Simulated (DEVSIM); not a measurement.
System: Schottky contact on n-type Si, at 300 K.

Layer 1 from the left is Si, thickness (μm) 4.50, Nd (cm⁻³) 2.2e16, τn (s) 4.8e-5, τp (s) 4.8e-5.

Left contact: Schottky, work function 4.78 eV, emission velocity 1.8e6 cm/s. Right contact: ohmic. Voltage is applied to the left contact. Recombination: SRH at mid-gap. Mobility is constant in doping.

This is a model device: material constants are rounded textbook-type values typed into the input, and sizes, dopings and lifetimes were drawn at random. Values at 300 K.

Si: gap (eV) 1.124, affinity (eV) 4.05, permittivity 11.7, Nc (cm⁻³) 2.86e19, Nv (cm⁻³) 3.1e19, μn (cm²/Vs) 1417, μp (cm²/Vs) 470.

Model (solved in DEVSIM): 1D drift-diffusion, Boltzmann statistics, complete ionisation; no tunnelling, impact ionisation, image-force lowering or self-heating. Metal contacts follow the ideal Schottky-Mott rule: no Fermi-level pinning, no interface dipoles.

Dark forward current:

```csv
|V| (V),|J| (A/cm²)
0.05,2.601e-5
0.10,0.0002056
0.15,0.001446
0.20,0.01001
0.25,0.06905
0.30,0.4752
0.35,3.237
0.40,20.88
0.45,106.0
0.50,331.2
0.55,678.7
0.60,1096
0.65,1552
0.70,2031
```

Task: Work out the local ideality factor n = ΔV / (kT/q · ln(J2/J1)) between the rows 0.15 and 0.20 V, 0.65 and 0.70 V.

Result: kT/q = 25.85 mV. From 0.15 to 0.20 V: ln(0.01001/0.001446) = 1.935, n = 1.00, near the 1 of diffusion or emission over a barrier. From 0.65 to 0.70 V: ln(2031/1552) = 0.269, n = 7.19; the layers' resistance at their doping, Σ W/(qμN) = 9.0e-5 Ω cm², would take 43 mV of this step of 50 mV.

Task: Estimate the current at 0.25 V for emission alone, J0 = q v N_band exp(−φB/kT), and read the barrier back from the simulated current.

Result: φB = 0.730 eV, N_band = 2.86e19 cm⁻³, J0 = 4.49e-6 A/cm²; J = J0 (exp(qV/kT) − 1) = 0.0711 A/cm². The simulation gives 0.0691 A/cm²; the estimate lies 3.0 % above. Read backwards, the simulated current gives an apparent barrier of 0.731 eV. The estimate leaves out transport through the depletion region and minority injection.
